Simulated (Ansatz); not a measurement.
Consider ZrN in the rock salt structure (space group Fm-3m, No. 225; a = 4.552 Å). Axes: x, y, z lie along the cube axes.

All numbers come from Kohn–Sham DFT with the PBEsol functional, run in Ansatz (an electronic-structure program) with PAW and 420 eV plane waves, scalar-relativistic without spin-orbit coupling.

Before the change:

The volume per atom is 11.79 Å³. The pressure is 0.0 GPa.

Modification: compressive biaxial strain of 4.35 % in the plane normal to [001], as in epitaxy on a mismatched substrate; the out-of-plane cell vector and the atoms relax.

Problem. How does this affect the volume per atom?

Solution. The volume per atom shrinks by 0.81 Å³, from 11.79 Å³ to 10.98 Å³.

Problem. Predict the new energy relative to the base.

Solution. The energy grows by 107 meV/atom.

Problem. How does this affect the pressure?

Solution. The pressure (mean of the normal stresses, compression positive) goes from zero to 25.1 GPa.

Without a gap, meshes like the base's 18×18×18 leave anisotropic stresses uncertain by several tenths of a GPa, and small strain energies with them. Stability against distortions was not tested. All final runs are without spin polarisation. An odd electron count without spin: ZrN.
